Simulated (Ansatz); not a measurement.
```
CELL_PARAMETERS angstrom
      8.70262    -0.00194     0.29933
      1.73897     5.22368     0.13856
      1.59579    -1.79815    24.87198
ATOMIC_POSITIONS crystal
  Ga 0.63458 0.71051 0.19717
  Ga 0.30171 0.37739 0.19636
  Ga 0.96908 0.04405 0.19712
  Ga 0.00620 0.51154 0.08569
  Ga 0.67459 0.17958 0.08680
  Ga 0.33919 0.84756 0.08540
  Ga 0.55967 0.77052 0.41932
  Ga 0.22717 0.43656 0.41847
  Ga 0.89281 0.10478 0.41841
  Ga 0.93081 0.57423 0.30780
  Ga 0.59733 0.24026 0.30780
  Ga 0.26448 0.90689 0.30784
  Ga 0.85806 0.63290 0.52901
  Ga 0.52260 0.30101 0.53020
  Ga 0.18928 0.96950 0.52971
  P  0.82127 0.36311 0.14182
  P  0.48825 0.02695 0.14139
  P  0.15283 0.69775 0.14107
  P  0.52091 0.48633 0.03025
  P  0.19713 0.17222 0.02866
  P  0.85809 0.83253 0.02573
  P  0.74485 0.42345 0.36320
  P  0.41274 0.08808 0.36334
  P  0.07885 0.75583 0.36323
  P  0.44941 0.55850 0.25230
  P  0.11709 0.22600 0.25242
  P  0.78327 0.89263 0.25235
  P  0.66644 0.49833 0.58555
  P  0.34159 0.13789 0.58669
  P  0.00082 0.81791 0.58992
  P  0.37328 0.61809 0.47447
  P  0.04190 0.28482 0.47379
  P  0.70897 0.95362 0.47423
  Mg 0.85584 0.59164 0.66021
  Mg 0.22336 0.52428 0.64924
  Mg 0.73278 0.14179 0.64610
  Mg 0.10300 0.07864 0.65905
  Mg 0.47738 0.82508 0.65393
  Mg 0.63457 0.64434 0.76109
  Mg 0.04537 0.43580 0.75871
  Mg 0.44619 0.23121 0.75010
  Mg 0.84553 0.03466 0.75656
  Mg 0.24991 0.82263 0.75678
  Mg 0.81058 0.71693 0.85912
  Mg 0.21802 0.52300 0.85856
  Mg 0.60360 0.31712 0.85444
  Mg 0.01322 0.11558 0.85678
  Mg 0.40770 0.92210 0.86528
  Mg 0.62623 0.75947 0.97019
  Mg 0.00592 0.44610 0.95650
  Mg 0.37782 0.32777 0.96144
  Mg 0.75962 0.18055 0.95549
  Mg 0.11922 0.88386 0.96617
```

The first 33 atoms are the substrate (GaP-zb), the rest the film (Mg).

Method: PBE (plane waves to 420 eV, PAW; Ansatz, an electronic-structure program). Spin–orbit coupling is left out; the runs are not spin-polarised; PBE gaps are too small against experiment. Its k-point mesh 3×5×1, Fermi–Dirac width 0.05 eV.

Task: Describe the bonding at the interfaces and give the barriers.

Result: A periodic stack without vacuum, hcp Mg (0 0 1) on zinc-blende GaP (0 0 1) (film strained to the substrate, started from cuts of the bulks and a machine-learned relaxation; slabs Ga15P18 and Mg20, which can lie off the formulas): substrate slab Ga15P18, film Mg20, surface cells [[-1, 1], [-2, -1]] and [[-1, 2], [-2, -1]], film strained by -0.6 and +3.3 %, outermost planes P/P and Mg/Mg as cut, which need not be the usual terminations and can put a slab off its formula.
```
Item                                                                                       Value
-------------------------------------------------------------------------------  ---------------
interface area                                                                           45.5 Å²
period                                                                                   24.83 Å
heights between the nearest atoms of the two slabs at the two interfaces         1.39 and 1.38 Å
Mg–P contacts across the interfaces within 1.22 times the sum of covalent radii  20, mean 2.61 Å
hole barrier (PBE)                                                                       0.78 eV
electron barrier (PBE)                                                                   0.79 eV
```
